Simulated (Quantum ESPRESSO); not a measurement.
Input and output of a self-consistent single point for Sr₂Mg (C2/c, 6 atoms in the cell) (Quantum ESPRESSO).

Method: LDA (PZ), GBRV 1.5 ultrasoft (LDA) pseudopotentials (plane waves; Quantum ESPRESSO).

```yaml
crystal:
  lattice:
    - [5.67594, -3.54461, 0.00000]
    - [5.67594, 3.54461, 0.00000]
    - [-4.62077, 0.00000, 6.45080]
  atoms:
    - { symbol: Sr, position: [0.80385, 0.53935, 0.72850] }
    - { symbol: Sr, position: [0.19615, 0.46065, 0.27150] }
    - { symbol: Sr, position: [0.46065, 0.19615, 0.77150] }
    - { symbol: Sr, position: [0.53935, 0.80385, 0.22850] }
    - { symbol: Mg, position: [0.91082, 0.08918, 0.25000] }
    - { symbol: Mg, position: [0.08918, 0.91082, 0.75000] }
```

Reference input (self-consistent single point, DFT, LDA (PZ), plane waves, GBRV 1.5 ultrasoft (LDA) pseudopotentials): ecutwfc = 40 Ry; ecutrho = 200 Ry; occupations = smearing; smearing = mp; degauss = 0.0073499 Ry; potentials = {Sr: sr_lda_v1.uspp.F.UPF, Mg: mg_lda_v1.4.uspp.F.UPF}; K_POINTS = automatic 3 3 3 1 1 1; conv_thr = 1e-08 Ry; mixing_beta = 0.5. This run's input differs from it in these lines:

```diff
@@ -38,3 +38,3 @@
 K_POINTS automatic
-3 3 3  1 1 1
+4 4 3  1 1 1
```

Log, with long lists cut:

```
     Self-consistent Calculation

     iteration #  1     ecut=    40.00 Ry     beta= 0.50

---- Real-time Memory Report at c_bands before calling an iterative solver
           337 MiB given to the printing process from OS
           143 MiB allocation reported by mallinfo(arena+hblkhd)
------------------

     Threshold (ethr) on eigenvalues was too large:
     Diagonalizing with lowered threshold

---- Real-time Memory Report at c_bands before calling an iterative solver
           429 MiB given to the printing process from OS
           162 MiB allocation reported by mallinfo(arena+hblkhd)
------------------

   [... lines left out ...]
           445 MiB given to the printing process from OS
           177 MiB allocation reported by mallinfo(arena+hblkhd)
------------------

     negative rho (up, down):  2.633E-01 0.000E+00

     total energy              =    -530.93336509 Ry
     estimated scf accuracy    <       0.00000013 Ry

     iteration #  8     ecut=    40.00 Ry     beta= 0.50

---- Real-time Memory Report at c_bands before calling an iterative solver
           446 MiB given to the printing process from OS
           179 MiB allocation reported by mallinfo(arena+hblkhd)
------------------

     negative rho (up, down):  2.632E-01 0.000E+00
     End of self-consistent calculation

     the Fermi energy is     5.0235 ev

!    total energy              =    -530.93336509 Ry
     estimated scf accuracy    <          7.7E-09 Ry
     smearing contrib. (-TS)   =      -0.00068670 Ry
     internal energy E=F+TS    =    -530.93267839 Ry

     convergence has been achieved in   8 iterations

     negative rho (up, down):  2.632E-01 0.000E+00

     Forces acting on atoms (cartesian axes, Ry/au):

     atom    1 type  1   force =     0.00130877    0.00017136   -0.00054964
     atom    2 type  1   force =    -0.00130877   -0.00017136    0.00054964
     atom    3 type  1   force =    -0.00130877    0.00017136    0.00054964
     atom    4 type  1   force =     0.00130877   -0.00017136   -0.00054964
     atom    5 type  2   force =     0.00000000   -0.00227189    0.00000000
   [... lines left out ...]
     Total force =     0.004301     Total SCF correction =     0.000159
   [... lines left out ...]

     negative rho (up, down):  2.632E-01 0.000E+00
          total   stress  (Ry/bohr**3)                   (kbar)     P=      -15.82
  -0.00012031   0.00000000   0.00002075          -17.70        0.00        3.05
  -0.00000000  -0.00009819   0.00000000           -0.00      -14.44        0.00
   0.00002075   0.00000000  -0.00010416            3.05        0.00      -15.32

   JOB DONE.
```

The run converged in 8 iterations. Against the reference run the free energy hardly moves (within 1 meV/atom), the pressure stays at -1.58 GPa and the largest force goes from 0.093 to 0.058 eV/Å.

The starting cell comes from a database of computed structures (which also holds hypothetical and non-ambient phases and stackings), without a prior relaxation at this level.

Cost on one core of a shared machine: roughly 2 min.
